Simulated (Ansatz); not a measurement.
## TiO2 under a change: electrons 3.0×10^21 cm⁻³

The reference is TiO2 in the rutile structure (space group P4_2/mnm, No. 136; a = 4.591 Å, c = 2.939 Å).

It is then changed as follows: electron doping at 3.0×10^21 cm⁻³ (0.186 per cell), with a uniform compensating background at fixed cell and a 300 K Fermi–Dirac width.

Method: PBEsol, PAW, 420 eV (Ansatz, a first-principles code; scalar-relativistic without spin-orbit coupling). k-mesh 10×10×16 (Γ-centred); smearing 0.0259 eV (Fermi–Dirac).

- Gap between the host's bands: 1.97 eV (base 1.87 eV)
- Gap character: direct at Γ (base direct at Γ)
- Fermi level relative to the doped band's edge (positive inside the band; to 0.05 eV): +0.15 eV

Charged cell with a jellium background: band edges are those of the host's band count, energies are not comparable with the neutral cell, and many-body gap narrowing is missing. No phonon test of stability was made. All final runs are without spin polarisation.
